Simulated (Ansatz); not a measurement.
Input and output of a self-consistent single point for ScPd3 (P4mm, 4 atoms in the cell) (Ansatz, an electronic-structure program).

Computed with PBEsol, default PAW files made with PBE (plane waves; Ansatz).

The change in words: lattice scaled by 0.98; basis.ecutrho_ratio: default → 2. Reference geometry:
```xyz
4
Lattice="3.9995 0.0000 0.0000 0.0000 3.9995 0.0000 0.0000 0.0000 3.9995" Properties=species:S:1:pos:R:3 pbc="T T T"
Sc     0.0000     0.0000     0.0500
Pd     1.9998     1.9998     0.0000
Pd     0.0000     1.9998     1.9998
Pd     1.9998     0.0000     1.9998
```

Reference input (self-consistent single point, DFT, PBEsol, plane waves, default PAW files made with PBE): basis.ecutwfc = 30.9 Ry; kpoints.mp_grid.grid = 7 7 7; hamiltonian.xc = pbesol; hamiltonian.pseudopotentials = {kind: paw} (the program's default PAW files); scf.occupations.method = gaussian; scf.occupations.width = 0.0073 Ry. This run's input differs from it in these lines:

Ansatz 0.2 input:
```diff
@@ -3,12 +3,13 @@
   lattice:
-    - [3.999548, 0.000000, 0.000000]
-    - [0.000000, 3.999548, 0.000000]
-    - [0.000000, 0.000000, 3.999548]
+    - [3.919557, 0.000000, 0.000000]
+    - [0.000000, 3.919557, 0.000000]
+    - [0.000000, 0.000000, 3.919557]
   atoms:
-    - { symbol: Sc, position_ang: [0.000000, 0.000000, 0.049998] }
-    - { symbol: Pd, position_ang: [1.999774, 1.999774, 0.000000] }
-    - { symbol: Pd, position_ang: [0.000000, 1.999774, 1.999774] }
-    - { symbol: Pd, position_ang: [1.999774, 0.000000, 1.999774] }
+    - { symbol: Sc, position_ang: [0.000000, 0.000000, 0.048998] }
+    - { symbol: Pd, position_ang: [1.959779, 1.959779, 0.000000] }
+    - { symbol: Pd, position_ang: [0.000000, 1.959779, 1.959779] }
+    - { symbol: Pd, position_ang: [1.959779, 0.000000, 1.959779] }
 basis:
   ecutwfc: 30.9 Ry
+  ecutrho_ratio: 2
 kpoints:
```

Output (repeated stretches shortened):

```
SCF iter   1: F=—  HF=-22834.784753 eV  |F-HF|=—  |Δ(HF+E_count)|=         —  Δρ=1.16e-2  dr2=1.02e-1  ethr=1.77e-3  ⟨swp⟩=4.9  Hψ=5394  notcnv=0
all-band conjugate gradients solve this SCF's bands
preconditioner: auto → Kerker (q_TF=auto, 2.763 Å⁻¹)
SCF iter   2: F=—  HF=-22834.771267 eV  |F-HF|=—  |Δ(HF+E_count)|=   1.35e-2  Δρ=4.31e-3  dr2=1.66e-2  ethr=1.57e-4  ⟨swp⟩=1.0  Hψ=1881  notcnv=0
SCF iter   3: F=—  HF=-22834.769060 eV  |F-HF|=—  |Δ(HF+E_count)|=   2.21e-3  Δρ=1.09e-3  dr2=1.27e-3  ethr=2.55e-5  ⟨swp⟩=1.6  Hψ=1793  notcnv=0
SCF iter   4: F=—  HF=-22834.768874 eV  |F-HF|=—  |Δ(HF+E_count)|=   1.85e-4  Δρ=2.05e-4  dr2=3.86e-5  ethr=1.95e-6  ⟨swp⟩=1.6  Hψ=1651  notcnv=0
SCF iter   5: F=—  HF=-22834.768849 eV  |F-HF|=—  |Δ(HF+E_count)|=   2.51e-5  Δρ=4.05e-5  dr2=1.19e-6  ethr=5.94e-8  ⟨swp⟩=2.0  Hψ=2111  notcnv=0
SCF iter   6: F=-22834.768849 eV  HF=-22834.768849 eV  |F-HF|=7.64e-10  |Δ(HF+E_count)|=   1.24e-7  Δρ=5.58e-6  dr2=1.12e-8  ethr=1.54e-10  ⟨swp⟩=7.2  Hψ=5889  notcnv=0
SCF 1 converged in 6 iterations: F = -22834.768849 eV  dr2 = 1.12e-8
Free energy (F): -22834.768849 eV
Internal energy: -22834.759816 eV  (E = F + TS)
E sigma→0 (E₀):  -22834.764333 eV
Entropy (-TS):   -0.009033 eV (-2.258 meV/atom)
Fermi energy:    18.620852 eV
--- Forces (eV/Å), atoms counted from 1 ---
  atom   1  Sc    -0.00000000     0.00000000    -0.28470868
  atom   2  Pd    -0.00000000     0.00000000    -0.00149325
  atom   3  Pd     0.00000000     0.00000000     0.14307910
  atom   4  Pd     0.00000000     0.00000000     0.14307910
--- Stress (GPa, compression-positive) ---
        3.279514       0.000000       0.000000
        0.000000       3.279514       0.000000
        0.000000       0.000000       3.305562
  P = ⅓ Tr σ = 3.2882 GPa (32.882 kbar)
  The stress holds the Pulay correction, which leaves out the density cutoff's part. Without it, at fixed plane waves, as pw.x and ABINIT print it …
settings of this run that can trade accuracy for cost: basis.ecutrho_ratio < 4. Do not mix this run's numbers with those of runs without the same settings …
```

The run converged in 6 iterations. Against the reference run the free energy falls by 11.6 meV/atom, the pressure goes from -6.40 to 3.29 GPa and the largest force goes from 0.210 to 0.285 eV/Å. The full log also holds: “WARN basis.ecutrho_ratio = 2 (ecutrho = 840.8318350010292 eV) is below the records' recommended cutoff”.

The starting cell comes from a database of computed structures (which also holds hypothetical and non-ambient phases and stackings), without a prior relaxation at this level. Its lattice was rescaled by up to half a per cent. One atom was moved a little off its site on purpose. For this run, on top of that: lattice scaled by 0.98. Spin polarisation is off. Ansatz's pressure includes its estimate of the finite-basis (Pulay) stress. The cutoff lies below the one recommended for these files.
